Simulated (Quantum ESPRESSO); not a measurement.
The steps of a band-structure calculation for TlPdPb (Fmmm, 6 atoms in the cell) with Quantum ESPRESSO.

Method: PBEsol, GBRV 1.5 ultrasoft (PBESOL) pseudopotentials (plane waves; Quantum ESPRESSO).

Step 1 (scf):

```fortran
&CONTROL
    calculation = 'scf',
    prefix = 'tlpdpb',
    outdir = './out',
    pseudo_dir = './',
    tprnfor = .true.,
    tstress = .true.,
/
&SYSTEM
    ibrav = 0,
    nat = 6,
    ntyp = 3,
    ecutwfc = 40,
    ecutrho = 320,
    occupations = 'smearing',
    smearing = 'cold',
    degauss = 0.0073499,
/
&ELECTRONS
    conv_thr = 1.0e-11,
    mixing_beta = 0.7,
/
ATOMIC_SPECIES
Tl   204.3800  tl_pbesol_v1.2.uspp.F.UPF
Pd   106.4200  pd_pbesol_v1.4.uspp.F.UPF
Pb   207.2000  pb_pbesol_v1.uspp.F.UPF
CELL_PARAMETERS {angstrom}
   0.0000000000     4.7315700000     4.9391300000
   2.9771050000     0.0000000000     4.9391300000
   2.9771050000     4.7315700000     0.0000000000
ATOMIC_POSITIONS {bohr}
Tl    5.6259130943    5.9469061444    9.3336029939
Tl    5.6259130943   11.9358367346    9.3336029939
Pd    8.4388696414   13.4120571592   14.0004044909
Pd    2.8129565471    4.4706857197    4.6668014970
Pb    5.6259130943    8.9413714395    3.0360343819
Pb    5.6259130943    8.9413714395   15.6311716060
K_POINTS {automatic}
2 2 2  0 0 0
```

Step 2 (bands):

```fortran
&CONTROL
    calculation = 'bands',
    prefix = 'tlpdpb',
    outdir = './out',
    pseudo_dir = './',
    verbosity = 'high',
/
&SYSTEM
    ibrav = 0,
    nat = 6,
    ntyp = 3,
    ecutwfc = 40,
    ecutrho = 320,
    occupations = 'smearing',
    smearing = 'cold',
    degauss = 0.0073499,
    nbnd = 52,
/
&ELECTRONS
    conv_thr = 1.0e-11,
    startingwfc = 'random',
    diago_thr_init = 1.0d-6,
    diagonalization = 'cg',
/
ATOMIC_SPECIES
Tl   204.3800  tl_pbesol_v1.2.uspp.F.UPF
Pd   106.4200  pd_pbesol_v1.4.uspp.F.UPF
Pb   207.2000  pb_pbesol_v1.uspp.F.UPF
CELL_PARAMETERS {angstrom}
   0.0000000000     4.7315700000     4.9391300000
   2.9771050000     0.0000000000     4.9391300000
   2.9771050000     4.7315700000     0.0000000000
ATOMIC_POSITIONS {bohr}
Tl    5.6259130943    5.9469061444    9.3336029939
Tl    5.6259130943   11.9358367346    9.3336029939
Pd    8.4388696414   13.4120571592   14.0004044909
Pd    2.8129565471    4.4706857197    4.6668014970
Pb    5.6259130943    8.9413714395    3.0360343819
Pb    5.6259130943    8.9413714395   15.6311716060
K_POINTS {crystal_b}
15
  0.00000000   0.00000000   0.00000000   7  ! G
  0.50000000   0.00000000   0.50000000   6  ! Y
  1.00000000   0.50000000   0.50000000   7  ! T
  0.50000000   0.50000000   0.00000000   6  ! Z
  0.00000000   0.00000000   0.00000000   9  ! G
  0.00000000   0.43980284   0.43980284   8  ! X
  0.50000000   0.24185636   0.74185636   5  ! A1
  0.50000000   0.00000000   0.50000000   1  ! Y
  1.00000000   0.50000000   0.50000000   2  ! T
  1.00000000   0.56019716   0.56019716   1  ! X1
  0.00000000   0.43980284   0.43980284   7  ! X
  0.50000000   0.75814364   0.25814364   5  ! A
  0.50000000   0.50000000   0.00000000   1  ! Z
  0.50000000   0.50000000   0.50000000   7  ! L
  0.00000000   0.00000000   0.00000000   1  ! G
```

Step 3 (bands.x):

```fortran
&BANDS
    prefix = 'tlpdpb',
    outdir = './out',
    filband = 'bands.dat',
    lsym = .false.,
/
```

Output of bands (abridged):

```
     Atomic positions and unit cell read from directory:
     ./out/tlpdpb.save/

     Message from routine setup:
     using ibrav=0 with symmetry is DISCOURAGED, use correct ibrav instead
     G-vector sticks info
     --------------------
     sticks:   dense  smooth     PW     G-vecs:    dense   smooth      PW
     Sum        2811    1407    409                90659    32071    5015

     bravais-lattice index     =            0
   [... lines left out ...]
     unit-cell volume          =     939.0235 (a.u.)^3
   [... lines left out ...]

     Band Structure Calculation
     CG style diagonalization

     ethr =  1.00E-06,  avg # of iterations = 48.8

     End of band structure calculation

          k = 0.0000 0.0000 0.0000 (  4007 PWs)   bands (ev):

   -36.8945 -36.8861 -36.8439 -36.8356 -36.8349 -36.7424  -3.6888  -3.6207
    -3.6152  -3.6150  -3.5925  -3.5660  -3.5346  -3.5164  -3.4723  -3.4524
     1.8228   1.9143   1.9255   1.9580   2.0206   2.0494   2.1339   2.1723
     2.1842   2.1912   2.2605   5.9943   6.6945   8.2243   9.4826  10.0868
    10.1706  10.2544  10.3644  10.7434  10.7878  11.2327  11.2332  11.4547
    11.8727  12.3009  12.6054  12.9761  13.1889  13.2152  13.6584  14.6456
    16.5246  18.8281  18.9753  19.1390

          k = 0.0000 0.1033 0.0000 (  4010 PWs)   bands (ev):

   -36.8945 -36.8861 -36.8439 -36.8356 -36.8350 -36.7425  -3.6887  -3.6207
    -3.6152  -3.6140  -3.5929  -3.5660  -3.5345  -3.5165  -3.4727  -3.4523
     1.8217   1.9160   1.9226   1.9598   1.9872   2.0848   2.1355   2.1652
     2.1834   2.1888   2.2993   6.0036   6.6604   8.1841   9.4599   9.9651
    10.1818  10.3916  10.3923  10.6303  10.6436  11.2046  11.2280  11.4030
    12.0793  12.0842  12.6090  12.8179  13.1600  13.5122  14.0319  14.8539
    16.5810  18.1870  18.2423  19.7881

   [... 71 blocks of this kind left out ...]
```

Output of bands.x (abridged):

```
     Reading xml data from directory:

     ./out/tlpdpb.save/

     G-vector sticks info
     --------------------
     sticks:   dense  smooth     PW     G-vecs:    dense   smooth      PW
     Sum        2811    1407    409                90659    32071    5015

     negative rho (up, down):  2.891E-01 0.000E+00
     Reading collected, re-writing distributed wavefunctions
     high-symmetry point:  0.0000 0.0000 0.0000   x coordinate   0.0000
     high-symmetry point:  0.0000 0.7228 0.0000   x coordinate   0.7228
     high-symmetry point:  0.0000 0.7228 0.6924   x coordinate   1.4152
     high-symmetry point:  0.0000 0.0000 0.6924   x coordinate   2.1380
     high-symmetry point:  0.0000 0.0000 0.0000   x coordinate   2.8304
     high-symmetry point:  1.0104 0.0000 0.0000   x coordinate   3.8408
   [... 4 lines left out ...]
     high-symmetry point:  1.0104 0.0000 0.0000   x coordinate   5.3887
     high-symmetry point:  0.5931-0.0000 0.6924   x coordinate   6.1972
     high-symmetry point:  0.0000 0.0000 0.6924   x coordinate   6.7903
     high-symmetry point:  0.5744 0.3614 0.3462   x coordinate   6.7903
     high-symmetry point:  0.0000 0.0000 0.0000   x coordinate   7.5521

     Plottable bands (eV) written to file bands.dat.gnu
     Bands written to file bands.dat

   JOB DONE.
```

The starting cell comes from a database of computed structures (which also holds hypothetical and non-ambient phases and stackings), without a prior relaxation at this level. Spin-orbit coupling is off. Spin polarisation is off.
